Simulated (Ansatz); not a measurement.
For W3Si2 (P4/mbm, No. 127, 10 atoms in the cell; start mp-1079377), LDA (plane waves, PAW; Ansatz, an electronic-structure program) gives:

```
Quantity                         Result
------------------------------  -------
equilibrium lattice constant a  6.544 Å
lattice parameter c             3.254 Å
```

Problem. What does r²SCAN+rVV10 (PAW; Ansatz) give for the same quantities?

Solution. 
- lattice constant a: 6.551 Å (rises by 0.1 %)
- lattice parameter c: 3.307 Å (rises by 1.6 %)

Changes are worked out from the printed values.

Unless a cell is named, each level is at its own relaxed cell (LDA 13.94, r²SCAN+rVV10 14.19 Å³/atom).

Levels without +SOC leave out spin–orbit coupling, which shifts energies and cells of such heavy elements.

Caveats: the relaxation could not lower the start's symmetry, so the cell can be a saddle point above a distorted one (LDA, r²SCAN+rVV10). Ansatz's density-functional and Hartree–Fock values are scalar-relativistic unless marked +SOC, with PAW data made under PBE.

A start named mp-… is a Materials Project structure, which need not be a measured phase.
